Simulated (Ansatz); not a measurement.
Start from BeS in the zinc blende structure (space group F-43m, No. 216; a = 4.869 Å).

The values are results of r2SCAN/PAW in Ansatz (a quantum-chemistry and plane-wave program), spin-orbit coupling left out, not measurements.

Before the change:

The pressure is 0.00 GPa and the band gap is 3.59 eV. The width of the top valence band comes out as 3.35 eV, the hole mass is 0.34, 0.57, 0.57 mₑ (at Γ) and the smallest direct gap comes out as 6.22 eV.

Modification: an isotropic linear strain of +0.50 %, atoms relaxed at fixed cell.

Q: How does this affect the pressure, band gap, width of the top valence band, hole mass and smallest direct gap?

A: The pressure goes from zero to -1.42 GPa; the band gap rises by 0.03 eV to 3.62 eV; the width of the top valence band falls by 0.07 eV (3.35 eV → 3.28 eV); the hole mass (degenerate bands, along [100]) becomes 0.34, 0.58, 0.58 mₑ (at Γ) (base: 0.34, 0.57, 0.57 mₑ (at Γ)); the smallest direct gap stays 6.22 eV.

Masses are band curvatures over ±0.01 Å⁻¹ around the edge. No phonon test of stability was made.
